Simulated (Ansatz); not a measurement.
# Hypothetical zinc blende LuP, pressure series

Start from LuP in the zinc blende structure (space group F-43m, No. 216; a = 6.1371 Å; a hypothetical phase, not in the database extracts checked).

Cell and atoms are relaxed at each pressure.

Level of theory: Kohn–Sham DFT with the r2SCAN functional, run in Ansatz (a first-principles code) with PAW and 500 eV plane waves, spin-orbit coupling left out.

```json
[
 {"pressure (GPa)": "-2", "volume per atom (Å³/atom)": "29.888"},
 {"pressure (GPa)": "-1", "volume per atom (Å³/atom)": "29.375"},
 {"pressure (GPa)": "0", "volume per atom (Å³/atom)": "28.893"},
 {"pressure (GPa)": "1.8", "volume per atom (Å³/atom)": "28.125"},
 {"pressure (GPa)": "4.2", "volume per atom (Å³/atom)": "?"},
 {"pressure (GPa)": "9", "volume per atom (Å³/atom)": "25.750"},
 {"pressure (GPa)": "18", "volume per atom (Å³/atom)": "23.673"},
 {"pressure (GPa)": "30", "volume per atom (Å³/atom)": "21.701"},
 {"pressure (GPa)": "45", "volume per atom (Å³/atom)": "19.914"}
]
```

Task: Fit the third-order Birch–Murnaghan form P(V) = (3B₀/2)[(V₀/V)^(7/3) − (V₀/V)^(5/3)]·[1 + (3/4)(B₀′ − 4)((V₀/V)^(2/3) − 1)] (squares taken in P) to the rows shown and predict the withheld row.

Result: Least squares on the printed values gives V₀ = 28.900 Å³/atom, B₀ = 63.8 GPa, B₀′ = 3.5; this predicts 27.236 Å³/atom, and the run gives 27.227 Å³/atom, 0.009 lower.

Load acts through the strain it causes; cell and atoms are relaxed under it. Whether these cells are dynamically stable was not tested. No other phases were tried under pressure.
